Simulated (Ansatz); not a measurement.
BeS (F-43m) under hydrostatic pressure: electron conductivity mass by PBEsol with spin-orbit coupling, rigid bands (plane waves, PAW; Ansatz, a first-principles code). The unloaded cell, whose axes the loads refer to:

```
BeS
1.0
    0.00000     2.41892     2.41892
    2.41892     0.00000     2.41892
    2.41892     2.41892     0.00000
Be S
1 1
Direct
  0.00000   0.00000   0.00000
  0.75000   0.75000   0.75000
```

```json
[
 {"hydrostatic pressure (GPa)": "-2", "volume per atom (Å³)": "14.46", "electron conductivity mass (mₑ)": "0.372"},
 {"hydrostatic pressure (GPa)": "0", "volume per atom (Å³)": "14.15", "electron conductivity mass (mₑ)": "0.368"},
 {"hydrostatic pressure (GPa)": "2", "volume per atom (Å³)": "13.88", "electron conductivity mass (mₑ)": "0.364"},
 {"hydrostatic pressure (GPa)": "5", "volume per atom (Å³)": "13.50", "electron conductivity mass (mₑ)": "0.358"},
 {"hydrostatic pressure (GPa)": "10", "volume per atom (Å³)": "12.97", "electron conductivity mass (mₑ)": "?"}
]
```

Task: Fit a straight line to ln(electron conductivity mass) against the load over the rows given, and predict the row at 10 GPa.

Result: The means are x̄ = 1.250 GPa and ȳ = -1.0066; Σ(x − x̄)(y − ȳ) = -0.1466 and Σ(x − x̄)² = 26.75, so the slope is -0.548 % per GPa, and the rows given lie within 0.0099 % of the line. At 10 GPa the line gives 0.348 mₑ; the calculation gives 0.351 mₑ, 0.76 % from it.

Masses are for dilute carriers at 300 K, harmonic means over directions unless an axis is named. Stresses and pressures are the targets of the relaxation. The structure type is held at every load. Geometry: cell and atoms relaxed with PBEsol.
